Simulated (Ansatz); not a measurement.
The reference is GeP3 (space group R-3m, No. 166).

```
CELL_PARAMETERS angstrom
      3.52309     2.03406     3.15970
     -3.52309     2.03406     3.15970
      0.00000    -4.06811     3.15970
ATOMIC_POSITIONS crystal
  Ge 0.73703 0.73703 0.73703
  Ge 0.26297 0.26297 0.26297
  P  0.21770 0.21770 0.74227
  P  0.78230 0.78230 0.25773
  P  0.74227 0.21770 0.21770
  P  0.25773 0.78230 0.78230
  P  0.21770 0.74227 0.21770
  P  0.78230 0.25773 0.78230
```

Cartesian axes are those of the cell as printed.

Method: PBEsol (Ansatz, a first-principles code), spin-orbit coupling left out.

Base values:

* **Shortest interatomic distance**: 2.236 Å

It is then changed as follows: tensile biaxial strain of 2.62 % in the plane normal to [001], as in epitaxy on a mismatched substrate; the out-of-plane cell vector and the atoms relax.

Task: How does this affect the shortest interatomic distance?

Result: The shortest interatomic distance increases by 0.015 Å (2.236 Å → 2.251 Å).

Task: What happens to the energy relative to the base?

Result: The energy grows by 11 meV/atom.

Without a gap, meshes like the base's 9×9×9 leave anisotropic stresses uncertain by several tenths of a GPa, and small strain energies with them. Stability against distortions was not tested. The final runs are not spin-polarised.
